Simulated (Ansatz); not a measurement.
The reference is Al2O3 in the corundum structure (space group R-3c, No. 167).

```xyz
10
Lattice="2.3794 1.3738 4.3317 -2.3794 1.3738 4.3317 0.0000 -2.7475 4.3317" Properties=species:S:1:pos:R:3 pbc="T T T"
Al     0.0000     0.0000     4.5732
Al     0.0000     0.0000     1.9244
Al     0.0000     0.0000     8.4220
Al     0.0000     0.0000    11.0707
O     -0.9215     1.3738     7.5805
O     -0.7290    -1.4849     7.5805
O      1.6505     0.1111     7.5805
O      0.9215    -1.3738     5.4147
O      0.7290     1.4849     5.4147
O     -1.6505    -0.1111     5.4147
```

Cartesian axes are those of the cell as printed.

Method: Ansatz (a program for electronic structure), r2SCAN, PAW, cutoff 500 eV, no SOC.

Before the change:

| Item | Result |
|---|---|
| Electron mass | 0.41 mₑ along c, 0.38 mₑ across (at Γ) |

Modification: biaxial strain −1.59 %, plane normal [001], relaxed out of plane (Cartesian); in-plane vectors clamped, the third vector and the atoms free.

**Question.** Predict the new out-of-plane strain.

**Answer.** The out-of-plane strain is +0.77 %.

**Question.** Estimate the effect on the electron mass.

**Answer.** The electron mass changes from 0.41 mₑ along c, 0.38 mₑ across (at Γ) to 0.40 mₑ (at Γ).

**Question.** What does the calculation give for the energy relative to the base after the change?

**Answer.** The energy grows by 8.4 meV/atom.

The levels and masses belong to the bands next to the band gap. Masses are band curvatures over ±0.01 Å⁻¹ around the edge. Stability against distortions was not tested.
